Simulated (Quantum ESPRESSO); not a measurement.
A self-consistent single point of CaTiS₂ (P-3m1, 4 atoms in the cell) with Quantum ESPRESSO.

Level of theory: LDA (PZ), GBRV 1.5 ultrasoft (LDA) pseudopotentials (plane waves; Quantum ESPRESSO).

```yaml
crystal:
  lattice:
    - [3.64514, 0.00000, 0.00000]
    - [-1.82257, 3.15678, 0.00000]
    - [0.00000, 0.00000, 6.54150]
  atoms:
    - { symbol: Ca, position: [0.00000, 0.00000, 0.50000] }
    - { symbol: Ti, position: [0.00000, 0.00000, 0.00000] }
    - { symbol: S, position: [0.33333, 0.66667, 0.78034] }
    - { symbol: S, position: [0.66667, 0.33333, 0.21966] }
```

Reference input (self-consistent single point, DFT, PBEsol, plane waves, SSSP 1.1.2 efficiency (PBE) pseudopotentials): ecutwfc = 50 Ry; ecutrho = 400 Ry; occupations = smearing; smearing = fermi-dirac; degauss = 0.0073499 Ry; input_dft = pbesol; potentials = {Ca: Ca_pbe_v1.uspp.F.UPF, Ti: ti_pbe_v1.4.uspp.F.UPF, S: s_pbe_v1.4.uspp.F.UPF}; K_POINTS = automatic 7 7 4 0 0 0; conv_thr = 1e-10 Ry; mixing_beta = 0.4. This run's input differs from it in these lines:

```diff
@@ -19,3 +19,2 @@
    degauss = 0.0073499
-   input_dft = 'pbesol'
 /
@@ -26,5 +25,5 @@
 ATOMIC_SPECIES
-Ca    40.0780  Ca_pbe_v1.uspp.F.UPF
-Ti    47.8670  ti_pbe_v1.4.uspp.F.UPF
-S     32.0600  s_pbe_v1.4.uspp.F.UPF
+Ca    40.0780  ca_lda_v1.uspp.F.UPF
+Ti    47.8670  ti_lda_v1.4.uspp.F.UPF
+S     32.0600  s_lda_v1.4.uspp.F.UPF
 ATOMIC_POSITIONS {alat}
```

Output (repeated stretches shortened):

```
     Self-consistent Calculation

     iteration #  1     ecut=    50.00 Ry     beta= 0.40

     negative rho (up, down):  3.498E-04 0.000E+00

     total energy              =    -241.99443385 Ry
     estimated scf accuracy    <       1.88875166 Ry

     iteration #  2     ecut=    50.00 Ry     beta= 0.40

     negative rho (up, down):  4.246E-04 0.000E+00

     total energy              =    -242.37019567 Ry
     estimated scf accuracy    <       4.77143553 Ry

     iteration #  3     ecut=    50.00 Ry     beta= 0.40

     negative rho (up, down):  4.229E-04 0.000E+00

     total energy              =    -242.83910968 Ry
     estimated scf accuracy    <       0.13459972 Ry

   [... 24 blocks of this kind left out ...]

     iteration # 28     ecut=    50.00 Ry     beta= 0.40

     negative rho (up, down):  3.867E-04 0.000E+00

     total energy              =    -242.83060428 Ry
     estimated scf accuracy    <          2.0E-09 Ry

     iteration # 29     ecut=    50.00 Ry     beta= 0.40

     negative rho (up, down):  3.867E-04 0.000E+00
     End of self-consistent calculation

     the Fermi energy is    10.4690 ev

!    total energy              =    -242.83060428 Ry
     estimated scf accuracy    <          3.1E-11 Ry
     smearing contrib. (-TS)   =      -0.00573875 Ry
     internal energy E=F+TS    =    -242.82486554 Ry

     convergence has been achieved in  29 iterations

     negative rho (up, down):  3.867E-04 0.000E+00

     Forces acting on atoms (cartesian axes, Ry/au):

     atom    1 type  1   force =     0.00000000    0.00000000    0.00000000
     atom    2 type  2   force =     0.00000000   -0.00000000    0.00000000
     atom    3 type  3   force =    -0.00000000   -0.00000000    0.00440758
     atom    4 type  3   force =     0.00000000    0.00000000   -0.00440758

     Total force =     0.006233     Total SCF correction =     0.000006

     negative rho (up, down):  3.867E-04 0.000E+00
          total   stress  (Ry/bohr**3)                   (kbar)     P=      -62.48
  -0.00042458  -0.00000000   0.00000000          -62.46       -0.00        0.00
  -0.00000000  -0.00042458   0.00000000           -0.00      -62.46        0.00
   0.00000000   0.00000000  -0.00042495            0.00        0.00      -62.51

   JOB DONE.
```

The run converged in 29 iterations. Against the reference run the pressure goes from -3.48 to -6.25 GPa and the largest force goes from 0.082 to 0.113 eV/Å.

The starting cell comes from a database of computed structures (which also holds hypothetical and non-ambient phases and stackings), without a prior relaxation at this level. Spin polarisation is off, so a magnetic state, if there is one, cannot be reached. With a pressure of about -6 GPa the cell is away from its equilibrium volume at this level.

Cost on one core of a shared machine: roughly 90 s.
